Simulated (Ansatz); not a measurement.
Co3InSnS2 (R-3m, No. 166, 7 atoms in the cell; start mp-1077901), treated with PBEsol (plane waves, PAW; Ansatz, a first-principles code).

Settings: plane-wave cutoff 500 eV, 10×10×10 k mesh, Fermi–Dirac smearing 0.05 eV, no spin polarisation, scalar-relativistic PAW data made under PBE.

Cell (relaxed at this level):

Space group R-3m, hexagonal axes (No. 166); a = b = 5.2178 Å, c = 13.3840 Å, α = β = 90.00°, γ = 120.00°

```json
[
 {"atom": "In", "site": "3b", "symmetry": "-3m", "x": "0.0000", "y": "0.0000", "z": "0.5000"},
 {"atom": "Co", "site": "9e", "symmetry": ".2/m", "x": "0.0000", "y": "0.5000", "z": "0.0000"},
 {"atom": "Sn", "site": "3a", "symmetry": "-3m", "x": "0.0000", "y": "0.0000", "z": "0.0000"},
 {"atom": "S", "site": "6c", "symmetry": "3m", "x": "0.0000", "y": "0.0000", "z": "0.2202"}
]
```
(The calculation used a cell of 7 atoms; values per cell refer to that cell.)

**Question.** What does this level give for the band gap?

**Answer.** 
* **band gap**: 0.15 eV (on the SCF k mesh)

Note: the relaxation could not lower the start's symmetry, so the cell can be a saddle point above a distorted one.

Spin–orbit coupling is not included.

Static lattice: no zero-point or thermal effects.

A start named mp-… is a Materials Project structure, which need not be a measured phase.
